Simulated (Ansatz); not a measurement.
Base system: TiTe2 in the CdI2 type structure (space group P-3m1, No. 164; layered, stacked along the Cartesian z axis).

```yaml
crystal:
  lattice:
    - [3.78396, 0.00000, 0.00000]
    - [-1.89198, 3.27701, 0.00000]
    - [0.00000, 0.00000, 6.60161]
  atoms:
    - { symbol: Ti, position: [0.00000, 0.00000, 0.00000] }
    - { symbol: Te, position: [0.33333, 0.66667, 0.25685] }
    - { symbol: Te, position: [0.66667, 0.33333, 0.74315] }
```

All numbers come from Ansatz (a first-principles code) r2SCAN+rVV10, no spin-orbit coupling.

For the base:

* **Pressure**: 0.0 GPa

Perturbation: an isotropic linear strain of −5.96 %, atoms relaxed at fixed cell.

Problem. What does the calculation give for the energy relative to the base after the change?

Solution. The energy rises by 121 meV/atom.

Problem. How does this affect the pressure?

Solution. The pressure (mean of the normal stresses, compression positive) goes from zero to 10.3 GPa.

Whether these cells are dynamically stable was not tested. All final runs are without spin polarisation.
